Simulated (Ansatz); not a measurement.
Start from PtGe (space group Pnma, No. 62; a = 5.7718 Å, b = 3.7130 Å, c = 6.1288 Å).

Computed with r2SCAN/PAW in Ansatz (a first-principles code), no spin-orbit coupling.

For the base:

The volume per atom is 16.42 Å³. The band gap is zero.

The change: cell and atoms relaxed at a pressure of 0.7 GPa.

Predict the new volume per atom.

The volume per atom decreases by 0.07 Å³, from 16.42 Å³ to 16.35 Å³.

How does this affect the band gap?

The band gap is still zero.

Load acts through the strain it causes; cell and atoms are relaxed under it. No phonon test of stability was made. The final runs are not spin-polarised.
